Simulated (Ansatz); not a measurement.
## HgTe (P3₂21, No. 154, 6 atoms in the cell; start mp-1071269; a measured phase of this formula has another space group)

All values below come from HSE06 in Ansatz (plane waves, PAW).

Settings: plane-wave cutoff 460 eV, 6×6×2 k mesh (along the axes of the cell as run), Fermi–Dirac smearing 0.01 eV, scalar-relativistic PAW data made under PBE.

Cell (relaxed with PBEsol):

```cif
data_Hg3Te3
_chemical_formula_sum 'Hg3 Te3'
_space_group_name_H-M_alt 'P 1'
_space_group_IT_number 1
_cell_length_a 4.51281
_cell_length_b 4.51281
_cell_length_c 10.15607
_cell_angle_alpha 90.000
_cell_angle_beta 90.000
_cell_angle_gamma 120.000
loop_
_space_group_symop_operation_xyz
  'x, y, z'
loop_
_atom_site_label
_atom_site_type_symbol
_atom_site_fract_x
_atom_site_fract_y
_atom_site_fract_z
_atom_site_occupancy
Hg1 Hg 0.64378 0.64378 0.00000 1
Hg2 Hg 0.35622 0.00000 0.66667 1
Hg3 Hg 0.00000 0.35622 0.33333 1
Te1 Te 0.54119 0.54119 0.50000 1
Te2 Te 0.45881 0.00000 0.16667 1
Te3 Te 0.00000 0.45881 0.83333 1
```

```json
{
 "band_gap": "0.79 eV (on the SCF k mesh)",
 "smallest_direct_gap_on_the_k_points_sampled": "1.04 eV"
}
```

Note: cell and atoms aren't relaxed at this level (largest force component 0.15 eV/Å, pressure 1.7 GPa).

Spin–orbit coupling is not included; with these elements it can move the gap by several tenths of an eV or more.

The computed numbers hold no vibrational or temperature effects.

A start named mp-… is a Materials Project structure, which need not be a measured phase.

Ansatz is a quantum-chemistry and plane-wave program.
